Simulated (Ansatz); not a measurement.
**GaP under load (space group R3m): band-edge transport data**

Input:

```
GaP
1.0
    0.01248     2.73563     2.73563
    2.73563     0.01248     2.73563
    2.73563     2.73563     0.01248
Ga P
1 1
Cartesian
  0.00162   0.00162   0.00162
  1.36932   1.36932   1.36932
```

All values below come from r2SCAN with spin-orbit coupling, rigid bands (plane waves, PAW; Ansatz, a first-principles code). Condition of this run: uniaxial stress along [111] of -1 GPa (compression positive) (the target of the relaxation). Cell: cell and atoms relaxed with r2SCAN, then loaded as said.

- band gap = 1.81 eV
- electron conductivity mass (300 K, dilute) = 0.34 mₑ
- hole conductivity mass (300 K, dilute) = 0.47 mₑ
- effective density of states N_c (300 K) = 3.8e19 cm⁻³
- effective density of states N_v (300 K) = 1.5e19 cm⁻³
- density-of-states mass, electrons = 1.32 mₑ
- density-of-states mass, holes = 0.70 mₑ
- Seebeck coefficient, n-type 1e19 cm⁻³, 300 K = -331 μV/K
- Seebeck coefficient, p-type 1e19 cm⁻³, 300 K = 309 μV/K
- best p-type power factor at 300 K for τ = 10 fs (best axis; densities from 1e16 to 1e21 cm⁻³ tried, whether or not they can be reached) = 14.3 μW/(cm·K²) at 3e20 cm⁻³

Rigid bands; masses and Seebeck coefficients take one relaxation time τ for all states and one kind of carrier; polarons and phonon drag are left out.
